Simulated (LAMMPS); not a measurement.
System: a melt made from CdTe (zinc blende), 4096 atoms, at 1760 K and 2 GPa, brought to that temperature within a few picoseconds.

Level of theory: classical MD, pair style sw, file CdTeZnSeHgS0.sw, run in LAMMPS.

### Question
Give the state found, the first peak of g(r), Cd-Cd, the mean frequency of the vibrational (phonon) density of states as this potential yields it.

### Answer
state found: liquid; first peak of g(r), Cd-Cd: 3.25 Å, height 1.2; mean frequency of the vibrational (phonon) density of states: 2.7 THz.

Caution: a run this short can hold a crystal over, or a liquid under, the potential's own melting point, which these runs don't give. Caution: the real compound melts congruently only under the pressure of its own vapour and loses its more volatile element when open.
